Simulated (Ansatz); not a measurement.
# How the bulk modulus of CaTiO3 (Pnma, No. 62) moves with the method

No measured value is used here.

```tsv
level (code)	value (GPa)	cell (Å³/atom)
LDA (Ansatz)	202	10.68
BLYP (Ansatz)	165	11.68
PBEsol (Ansatz)	186	11.01
PBEsol-D3(BJ) (Ansatz)	[?]	10.79
```

Question: Complete the blanks.

Answer: 
- PBEsol-D3(BJ) (Ansatz, an electronic-structure program), value (GPa): 195

LDA, BLYP, PBEsol, PBEsol-D3(BJ): the relaxation could not lower the start's symmetry, so the cell can be a saddle point above a distorted one. Each level is taken at its own relaxed cell. Ansatz's density-functional and Hartree–Fock values are scalar-relativistic unless marked +SOC, with PAW data made under PBE.
